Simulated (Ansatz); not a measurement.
Worked example: self-consistent single point of Hf3Tc (Fm-3m, 4 atoms in the cell) in Ansatz (a quantum-chemistry and plane-wave program).

Method: LDA (PW92), default PAW files made with PBE (plane waves; Ansatz).

```yaml
crystal:
  lattice:
    - [0.00000, 3.74481, 3.74481]
    - [3.74481, 0.00000, 3.74481]
    - [3.74481, 3.74481, 0.00000]
  atoms:
    - { symbol: Tc, position: [0.00000, 0.00000, 0.00000] }
    - { symbol: Hf, position: [0.50000, 0.50000, 0.50000] }
    - { symbol: Hf, position: [0.25000, 0.25000, 0.25000] }
    - { symbol: Hf, position: [0.75000, 0.75000, 0.75000] }
```

Reference input (self-consistent single point, DFT, LDA (PW92), plane waves, default PAW files made with PBE): basis.ecutwfc = 500 eV; kpoints.mp_grid.grid = 8 8 8; hamiltonian.xc = lda; hamiltonian.pseudopotentials = {kind: paw} (the program's default PAW files); scf.occupations.method = cold; scf.occupations.width = 0.272 eV. This run's input differs from it in these lines:

Ansatz 0.2 input:
```diff
@@ -12,3 +12,3 @@
 basis:
-  ecutwfc: 500.0
+  ecutwfc: 400.0
 kpoints:
```

Output, abridged:

```
SCF iter   1: F=—  HF=-51709.828167 eV  |F-HF|=—  |Δ(HF+E_count)|=         —  Δρ=9.36e-2  dr2=2.06e1  ethr=3.10e-3  ⟨swp⟩=3.2  Hψ=4438  notcnv=0
all-band conjugate gradients solve this SCF's bands
preconditioner: auto → Kerker (q_TF=auto, 2.674 Å⁻¹)
SCF iter   2: F=—  HF=-51708.493767 eV  |F-HF|=—  |Δ(HF+E_count)|=    1.33e0  S|Δr|=    0.00e0  Δρ=4.33e-2  dr2=3.42e0  ethr=3.10e-3  ⟨swp⟩=2.0  Hψ=2224  notcnv=0  defer=21
   [... lines left out ...]
SCF iter   9: F=—  HF=-51708.088417 eV  |F-HF|=—  |Δ(HF+E_count)|=   3.07e-6  S|Δr|=    0.00e0  Δρ=3.11e-5  dr2=1.30e-6  ethr=1.95e-9  ⟨swp⟩=2.0  Hψ=2899  notcnv=0  defer=50
SCF iter  10: F=—  HF=-51708.088417 eV  |F-HF|=—  |Δ(HF+E_count)|=   1.35e-7  S|Δr|=    0.00e0  Δρ=1.09e-5  dr2=2.51e-7  ethr=1.39e-9  ⟨swp⟩=2.0  Hψ=2781  notcnv=0  defer=50
SCF iter  11: F=-51708.088417 eV  HF=-51708.088417 eV  |F-HF|=2.23e-8  |Δ(HF+E_count)|=   1.50e-8  S|Δr|=    0.00e0  Δρ=3.07e-6  dr2=1.90e-8  ethr=1.08e-10  ⟨swp⟩=9.0  Hψ=5643  notcnv=0
SCF 1 converged in 11 iterations: F = -51708.088417 eV  dr2 = 1.90e-8
Stability not checked (fill_not_monotonic)
Free energy (F): -51708.088417 eV
Internal energy: -51708.056920 eV  (E = F + TS)
E sigma→0 (E₀):  -51708.077918 eV
Entropy (-TS):   -0.031497 eV (-7.874 meV/atom)
Fermi energy:    14.565760 eV
--- Forces (eV/Å), atoms counted from 1 ---
  atom   1  Tc    -0.00000000     0.00000000     0.00000000
   [... zero for the other atoms too ...]
--- Stress (GPa, compression-positive) ---
      -28.448511       0.000000       0.000000
        0.000000     -28.448511       0.000000
        0.000000      -0.000000     -28.448511
  P = ⅓ Tr σ = -28.4485 GPa (-284.485 kbar)
  The stress holds the Pulay correction. Without it, at fixed plane waves, as pw.x and ABINIT print it: P = -29.3561 GPa
```

The run converged in 11 iterations. Against the reference run the free energy rises by 14.7 meV/atom and the pressure hardly changes (-28.43 to -28.45 GPa).

The starting cell was generated: these elements placed on a structure prototype, without a prior relaxation; it need not be a known phase or ordering of this composition. Spin polarisation is off. Ansatz's pressure includes its estimate of the finite-basis (Pulay) stress. Without the estimate this run gives -29.36 GPa. The cutoff lies below the one recommended for these files.
